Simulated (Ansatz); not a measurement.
## What biaxial strain −1.67 %, plane normal [111], relaxed out of plane does to Rh

Base system: Rh in the fcc (Cu type) structure (space group Fm-3m, No. 225; a = 3.8015 Å; relaxed with 0.1 eV smearing). Axes: x, y, z lie along the cube axes.

It is then changed as follows: biaxial strain −1.67 %, plane normal [111], relaxed out of plane (Cartesian); in-plane vectors clamped, the third vector and the atoms free.

Method: Ansatz (an electronic-structure program) r2SCAN, no spin-orbit coupling. Settings: 30×30×30 k-points, 0.1 eV Fermi–Dirac smearing.

- Volume per atom = 13.41 Å³ (base 13.73 Å³)
- Space group = R-3m (No. 166) (base Fm-3m (No. 225))
- Shortest interatomic distance = 4.995 bohr (base 5.080 bohr)
- Energy relative to the base (free energy F) = +15 meV/atom
- Pressure (mean of the normal stresses, compression positive) = 7.5 GPa (base 0.0 GPa)
- Band gap = zero (base zero)
- Out-of-plane strain = +0.95 %
- Ratio −ε⊥/ε∥ = 0.57
- Mean in-plane stress (compression positive) = +11.3 GPa

Stability against distortions was not tested. The final runs are not spin-polarised.
